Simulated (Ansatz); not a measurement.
BaTiO3, response to strain

The parent structure is BaTiO₃ (space group P4mm, No. 99).

```
BaTiO3
1.0
    3.95540     0.00000     0.00000
    0.00000     3.95540     0.00000
    0.00000     0.00000     4.04425
Ti Ba O
1 1 3
Direct
  0.50000   0.50000   0.44700
  0.00000   0.00000   0.93176
  0.50000   0.50000   0.90197
  0.50000   0.00000   0.41263
  0.00000   0.50000   0.41263
```

Cartesian axes are those of the cell as printed.

Strains are applied to the cell and any free atomic positions relax.

Levels (all Ansatz, a first-principles code, PAW): PBEsol (420 eV, no SOC); r2SCAN (500 eV, no spin-orbit coupling); HSE06 (420 eV, no spin-orbit coupling).

Band gaps by level, all at the geometries relaxed with PBEsol:

```json
[
 {"case": "base", "PBEsol": "1.85 eV", "r2SCAN": "2.26 eV", "HSE06": "3.34 eV"},
 {"case": "isotropic strain −2.34 %", "PBEsol": "1.94 eV", "r2SCAN": "2.37 eV", "HSE06": "3.45 eV"},
 {"case": "uniaxial strain ε_yy = −2.96 %", "PBEsol": "1.90 eV", "r2SCAN": "2.32 eV", "HSE06": "3.40 eV"},
 {"case": "strain tensor (xx, yy, zz, yz, xz, xy) = (+0.23, −0.63, +1.02, +1.33, +0.32, −1.00) %", "PBEsol": "2.01 eV", "r2SCAN": "2.42 eV", "HSE06": "3.51 eV"}
]
```

Single points use the geometry relaxed with PBEsol. HSE06 gaps are upper bounds (no full band path). Whether these cells are dynamically stable was not tested. All final runs are without spin polarisation.
